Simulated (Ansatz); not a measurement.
Start from BaTiO3 in the cubic perovskite structure (space group Pm-3m, No. 221; a = 3.935 Å). Axes: x, y, z lie along the cube axes.

Structures relaxed with DFT with LDA, PAW potentials and a 420 eV plane-wave cutoff in Ansatz (a quantum-chemistry and plane-wave program), without spin-orbit coupling.

Base:

Simulated powder pattern, Mo Kα, λ = 0.71073 Å (kinematic, ideal powder, no thermal factors, no anomalous dispersion; the 8 strongest lines at most, above 2 %, up to 2θ = 40°):

```csv
2θ (°),I/Imax (%),hkl
10.36,18,(100)
14.68,100,(110)
18.00,26,(111)
20.81,37,(200)
25.56,44,(211)
29.60,24,(220)
33.19,20,(310)
39.50,22,(321)
```

After one change:

Simulated powder pattern, Mo Kα, λ = 0.71073 Å (kinematic, ideal powder, no thermal factors, no anomalous dispersion; the 8 strongest lines at most, above 2 %, up to 2θ = 40°):

| 2θ (°) | I/Imax (%) |
|---|---|
| 10.27 | 35 |
| 14.39 | 100 |
| 14.69 | 95 |
| 17.71 | 39 |
| 20.62 | 73 |
| 25.23 | 43 |
| 29.01 | 24 |
| 29.63 | 23 |

Problem. Name the change that was made.
A) biaxial strain +2.50 %, plane normal [111], relaxed out of plane
B) biaxial strain +2.00 %, plane normal [111], relaxed out of plane
C) biaxial strain +1.00 %, plane normal [111], relaxed out of plane
D) biaxial strain +0.50 %, plane normal [111], relaxed out of plane

Solution. B, biaxial strain +2.00 %, plane normal [111], relaxed out of plane. Its volume per atom is 12.53 Å³ against 12.18 Å³, and its space group is R-3m (No. 166).

Whether these cells are dynamically stable was not tested. All final runs are without spin polarisation. Many cubic perovskites are stable only at high temperature; tilts and polar distortions were not tested. This is not the structure that BaTiO3 has at room temperature and ambient pressure.
